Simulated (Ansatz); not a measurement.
System: A15 Mo₃Si. Method: r²SCAN (plane waves, PAW; Ansatz, a first-principles code).

Run with plane-wave cutoff 560 eV, 12×12×12 k mesh, Fermi–Dirac smearing 0.05 eV, no spin polarisation, scalar-relativistic PAW data made under PBE.

Computed points:

```json
[
 {"V (Å³/atom)": "13.691", "E − E_lowest (meV/atom)": "48.29", "P (GPa)": "18.69"},
 {"V (Å³/atom)": "13.982", "E − E_lowest (meV/atom)": "20.69", "P (GPa)": "11.79"},
 {"V (Å³/atom)": "14.274", "E − E_lowest (meV/atom)": "4.99", "P (GPa)": "5.59"},
 {"V (Å³/atom)": "14.565", "E − E_lowest (meV/atom)": "0.00", "P (GPa)": "0.00"},
 {"V (Å³/atom)": "14.856", "E − E_lowest (meV/atom)": "4.64", "P (GPa)": "-5.02"},
 {"V (Å³/atom)": "15.147", "E − E_lowest (meV/atom)": "17.93", "P (GPa)": "-9.53"},
 {"V (Å³/atom)": "15.439", "E − E_lowest (meV/atom)": "39.01", "P (GPa)": "-13.59"}
]
```

Q: Estimate the bulk modulus from the pressures at 14.274 and 14.856 Å³/atom, and compare it with a fit to all energies.

A: B = −V dP/dV. Between V = 14.274 and 14.856 Å³/atom, dP/dV = (-5.02 − (5.59))/(14.856 − 14.274) = -18.2 GPa per Å³/atom; at the midpoint 14.565 Å³/atom this gives B ≈ 266 GPa. The third-order Birch–Murnaghan fit gives V0 = 14.565 Å³/atom, B0 = 264 GPa, B′ = 4.3, which lies within 1 % of that estimate.

The computed numbers hold no vibrational or temperature effects.
